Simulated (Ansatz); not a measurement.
Cells marked so need not be the phases stable at ambient conditions, and some may be hypothetical.

No gap correction and no spin-orbit coupling; mid-gap values are interpolated between computed energies.

A. LiBi(PdO2)2 (P4/nmm, not sure to be the ambient phase, 16 atoms a cell, 13.6 Å³ an atom, -6 GPa at this level), along the normal of (110)
B. Rb$_{2}$PtCl$_{6}$ (Fm-3m, not sure to be the ambient phase, 9 atoms a cell, 27.6 Å³ an atom), along the normal of (110)
C. Cs3H5Pt (P4/mbm, not sure to be the ambient phase, 18 atoms a cell, 23.1 Å³ an atom), along the normal of (001)

### Question
Order them by mid-gap decay constant of the slowest evanescent state (lowest first) at the level r2SCAN (Ansatz, a quantum-chemistry and plane-wave program).

### Answer
A (0.16 1/Å), C (0.30 1/Å), B (0.34 1/Å)
